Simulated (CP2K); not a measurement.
Input and output of a self-consistent single point for MoAu3 (P1, 4 atoms in the cell) (CP2K).

Level of theory: CP2K with PBE-D2, GPW, DZVP-MOLOPT-SR-GTH basis, GTH-PBE potentials (GTH_POTENTIALS).

```xyz
4
Lattice="5.1895 0.0000 0.0000 2.2077 4.6965 0.0000 -3.6986 -2.3483 2.7816" Properties=species:S:1:pos:R:3 pbc="T T T"
Au     3.7214     2.3462    -0.0927
Au     2.5506     0.0603     1.4799
Au     1.1108     2.3236     1.4157
Mo     0.0144    -0.0336    -0.0214
```

Reference input (self-consistent single point, DFT PBE, GPW, DZVP-MOLOPT-SR-GTH basis, GTH-PBE potentials (GTH_POTENTIALS)): CUTOFF = 500 Ry; REL_CUTOFF = 40 Ry; SMEAR/METHOD = MARZARI_VANDERBILT; SIGMA = 0.05 eV; KPOINTS/SCHEME = MONKHORST-PACK 4 4 5; GAMMA_CENTERED = T; XC_FUNCTIONAL = PBE; Au/BASIS_SET = DZVP-MOLOPT-SR-GTH; Au/POTENTIAL = GTH-PBE-q11; Mo/BASIS_SET = DZVP-MOLOPT-SR-GTH; Mo/POTENTIAL = GTH-PBE-q14; METHOD = GPW. This run's input differs from it in these lines:

```diff
@@ -45,2 +45,10 @@
       &END XC_FUNCTIONAL
+      &VDW_POTENTIAL
+        DISPERSION_FUNCTIONAL PAIR_POTENTIAL
+        &PAIR_POTENTIAL
+          TYPE DFTD2
+          REFERENCE_FUNCTIONAL PBE
+          R_CUTOFF 15
+        &END PAIR_POTENTIAL
+      &END VDW_POTENTIAL
     &END XC
```

Output, abridged:

```
 GLOBAL| Method name                                                        CP2K
 GLOBAL| Project name                                                      moau3
 GLOBAL| Run type                                                   ENERGY_FORCE

 *******************************************************************************
 *   ___                                                                       *
 *  /   \                                                                      *
 * [ABORT]    Dispersion parameters for element (Au) are not defined! Please   *
 *  \___/     provide a valid set of parameters through the input section or   *
 *    |                          through an external file!                     *
 *  O/|                                                                        *
 * /| |                                                                        *
 * / \                                             qs_dispersion_pairpot.F:192 *
 *******************************************************************************

 ===== Routine Calling Stack =====

            3 qs_dispersion_pairpot_init
            2 qs_init_subsys
            1 CP2K
Abort(1) on node 0 (rank 0 in comm 0): application called MPI_Abort(MPI_COMM_WORLD, 1) - process 0
```

The program stopped before any SCF iteration. 

The starting cell was generated: these elements placed on a structure prototype, without a prior relaxation; it need not be a known phase or ordering of this composition. Its atoms were displaced at random from the sites of space group no. 139. Values carry the incompleteness of an atom-centred basis.
